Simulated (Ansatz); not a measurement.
The parent structure is BaTe in the rock salt structure (space group Fm-3m, No. 225; a = 6.941 Å). Axes: x, y, z lie along the cube axes.

Calculations: PBEsol (Ansatz, a first-principles code; PAW; 420 eV plane waves; without spin-orbit coupling).

Base values:

The band gap comes out as 1.46 eV and the electron mass is 1.3 mₑ along k, 0.26 mₑ across (at X).

Perturbation: uniaxial strain ε_zz = +2.50 %, all other strain components held at zero, atoms relaxed at fixed cell.

Problem. What does the calculation give for the band gap, electron mass and stress after the change?

Solution. The band gap rises by 0.033 eV (1.46 eV → 1.50 eV); the electron mass changes from 1.3 mₑ along k, 0.26 mₑ across (at X) to 1.3 mₑ along x, 0.26 mₑ along y, 0.28 mₑ along z (at X); the stress (xx, yy, zz, yz, xz, xy; compression positive) comes out as (-0.22, -0.22, -1.65, 0.00, 0.00, 0.00) GPa.

Spin-orbit coupling, missing from the scalar runs, can matter with Te. Masses are band curvatures over ±0.01 Å⁻¹ around the edge. Along k means along the line from Γ to the band edge. Whether these cells are dynamically stable was not tested.
